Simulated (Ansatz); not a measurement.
The parent structure is Ge in the diamond structure (space group Fd-3m, No. 227).

```
CELL_PARAMETERS angstrom
      0.00000     2.83808     2.83808
      2.83808     0.00000     2.83808
      2.83808     2.83808     0.00000
ATOMIC_POSITIONS crystal
  Ge 0.50000 0.50000 0.50000
  Ge 0.75000 0.75000 0.75000
```

Cartesian axes are those of the cell as printed.

Level of theory: PBEsol in Ansatz (plane waves to 420 eV, PAW, spin-orbit coupling left out).

Base values:

The shortest interatomic distance comes out as 2.458 Å and the band gap comes out as zero.

Now apply this change: a free-standing slab of 2 layers (4 atoms, 2 a layer) is cut normal to [110], with 15 Å of vacuum and the in-plane cell held at bulk.

Task: Estimate the effect on the shortest interatomic distance.

Result: The shortest interatomic distance drops by 0.065 Å, from 2.458 Å to 2.393 Å.

Task: Predict the new excess energy per area of both faces.

Result: The excess energy per area of both faces (slab less bulk energy over the cell's area: twice a surface energy) is 2.04 J/m².

Task: Estimate the effect on the band gap.

Result: The band gap remains zero.

Slab and bulk use different k-meshes, which limits the precision of the excess energy. Stability against distortions was not tested. The zero or small gap of Ge can change with the level of theory.

Ansatz is a first-principles code.
